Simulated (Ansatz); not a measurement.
BeTe: response to strain

Start from BeTe in the zinc blende structure (space group F-43m, No. 216).

```
CELL_PARAMETERS angstrom
      0.00000     2.82841     2.82841
      2.82841     0.00000     2.82841
      2.82841     2.82841     0.00000
ATOMIC_POSITIONS crystal
  Be 0.00000 0.00000 0.00000
  Te 0.25000 0.25000 0.25000
```

Cartesian axes are those of the cell as printed.

Strains are applied to the cell and any free atomic positions relax; under biaxial strain the out-of-plane vector relaxes too.

The values are results of Kohn–Sham DFT with the r2SCAN functional, run in Ansatz (a quantum-chemistry and plane-wave program) with PAW and 500 eV plane waves, without spin-orbit coupling, not measurements.

Notes on the quantities. energy relative to the base: free energy F.

```csv
change,band gap,energy relative to the base,hole mass,volume per atom
base,2.37 eV,0 meV/atom,–,22.63 Å³
"biaxial strain +0.42 %, plane normal [111], relaxed out of plane",2.36 eV,+0.3 meV/atom,"0.12 mₑ out of plane, 0.80 mₑ in plane (at Γ)",22.78 Å³
"biaxial strain +0.83 %, plane normal [111], relaxed out of plane",2.35 eV,+1.4 meV/atom,"0.13 mₑ out of plane, 0.77 mₑ in plane (at Γ)",22.93 Å³
"biaxial strain +1.25 %, plane normal [111], relaxed out of plane",2.33 eV,+3.1 meV/atom,"0.13 mₑ out of plane, 0.75 mₑ in plane (at Γ)",23.09 Å³
"biaxial strain +1.67 %, plane normal [111], relaxed out of plane",2.32 eV,+5.4 meV/atom,"0.13 mₑ out of plane, 0.73 mₑ in plane (at Γ)",23.25 Å³
"biaxial strain +2.08 %, plane normal [111], relaxed out of plane",2.30 eV,+8.3 meV/atom,"0.13 mₑ out of plane, 0.71 mₑ in plane (at Γ)",23.40 Å³
"biaxial strain +2.50 %, plane normal [111], relaxed out of plane",[?],[?],[?],[?]
```

Question: Some entries are withheld; estimate them.

Answer: 
- biaxial strain +2.50 %, plane normal [111], relaxed out of plane, band gap: 2.29 eV
- biaxial strain +2.50 %, plane normal [111], relaxed out of plane, energy relative to the base: +12 meV/atom
- biaxial strain +2.50 %, plane normal [111], relaxed out of plane, hole mass: 0.14 mₑ out of plane, 0.69 mₑ in plane (at Γ)
- biaxial strain +2.50 %, plane normal [111], relaxed out of plane, volume per atom: 23.56 Å³

Spin-orbit coupling, missing from the scalar runs, can matter with Te. Masses are band curvatures over ±0.01 Å⁻¹ around the edge. No phonon test of stability was made.
